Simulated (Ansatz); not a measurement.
Take Sn in the diamond structure (space group Fd-3m, No. 227; a = 6.540 Å; relaxed with 0.1 eV smearing) as the base. Axes: x, y, z lie along the cube axes.

Computed with plane-wave PAW DFT at the PBEsol level (Ansatz, a program for electronic structure, 420 eV), no SOC.

For the base:

| Property | Result |
|---|---|
| Pressure | 0.0 GPa |
| Band gap | zero |

Perturbation: the cell is stretched by 1.50 % along z with no lateral relaxation; the atoms relax in the strained cell.

### Question
What does the calculation give for the energy relative to the base after the change?

### Answer
The energy rises by 1.5 meV/atom.

### Question
Predict the new pressure.

### Answer
The pressure (mean of the normal stresses, compression positive) goes from zero to -0.6 GPa.

### Question
Predict the new band gap.

### Answer
The band gap stays zero.

Whether these cells are dynamically stable was not tested.
